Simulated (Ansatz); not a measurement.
Consider interstitial Li in silicon strained by -1.5 % along x and y, z held, charge state +1. Method: PBE, PAW (plane waves to 420 eV; Ansatz, a quantum-chemistry and plane-wave program).

64-site cell at the strained lattice (strain from the relaxed PBE one, atoms relaxed), a 2×2×2 k-point mesh shifted by half a step, smearing 0.01 eV, spin-restricted, no finite-size correction. Static, classical nuclei. The charge state is imposed; whether it is stable for some Fermi level was not computed. Sites that were not tried may lie lower.

Barriers: single points on a 3×3×3 k-point mesh shifted by half a step at the bands' geometries.

The step: one Li atom jumps by itself; the atom moves 2.34 Å along (0.25, -0.25, -0.25) of the unit cell; the moving atom starts with neighbours 4 Si at 2.43, 4 Si at 2.71, 2 Si at 2.74 Å and ends with 4 Si at 2.43, 4 Si at 2.71, 2 Si at 2.74 Å.

Q: What is the computed migration barrier of this step (PBE, PAW)?

A: 0.64 eV, the same both ways. At the saddle the moving atom has neighbours 4 Si at 2.34, 2 Si at 2.36 Å. The saddle point's order was not checked, and it lies on a symmetry element of the cell, where a band can be held.
